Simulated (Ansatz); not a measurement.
**A worked fit of the energy of slabs against their depth, with one run withheld: the (001) slab of La2O3 (cut from a parent of space group no. 164; 5 atoms in the cell)**

```yaml
crystal:
  lattice:
    - [3.95970, 0.00000, 0.00000]
    - [-1.97985, 3.42920, 0.00000]
    - [0.00000, 0.00000, 18.34939]
  atoms:
    - { symbol: La, position: [0.33333, 0.66667, 0.58293] }
    - { symbol: La, position: [0.66667, 0.33333, 0.41707] }
    - { symbol: O, position: [0.00000, 0.00000, 0.50000] }
    - { symbol: O, position: [0.33333, 0.66667, 0.38148] }
    - { symbol: O, position: [0.66667, 0.33333, 0.61852] }
```
(The smallest cell of the table.)

Level of theory: PBE (plane waves, PAW; Ansatz, a program for electronic structure).

Base settings: basis.ecutwfc = 420 eV; kpoints.mp_grid.grid = 7 7 1; hamiltonian.xc = pbe; hamiltonian.pseudopotentials = {kind: paw} (the program's default PAW files); scf.occupations.method = fermi_dirac; scf.occupations.width = 0.05 eV.

The starting cell has typed, rounded lattice constants, without a prior relaxation at this level. The slab is cut from that crystal, and its faces are unrelaxed. Its lattice was rescaled by up to half a per cent. Spin polarisation is off, though cut faces can carry moments; a gap of a slab can lie between surface states.

Deep slabs follow E = 2Aγ + N·e, so a straight line through E against N gives the surface energy without a separate bulk run; a round N·e is taken off to keep the numbers short. The area A is 13.579 Å².

| atoms N | E − N·(-2842.368 eV) (eV) |
|---|---|
| 5 | 0.9023 |
| 10 | 0.6771 |
| 15 | ? |
| 20 | 0.2262 |
| 25 | 0.0002 |

Task: Fit the line to the 4 rows given and predict the withheld one.

Result: Means: x̄ = 15.000, ȳ = 0.45145. Σ(x − x̄)(y − ȳ) = -11.28 and Σ(x − x̄)² = 250.0, so b = -0.04510 and a = ȳ − b·x̄ = 1.1280; γ = a/2A = 0.665 J/m² (unrelaxed) and e = -2842.4131 eV per atom. The largest residual of the fitted rows is 0.00030. At x = 15 the line gives 0.4515 eV. The run gave 0.4515 eV, a miss of 0.0000 eV. The rows were chosen because the form fits them, the withheld one included, so this shows the method and is no test of the form.

Keys are those of Ansatz 0.2.
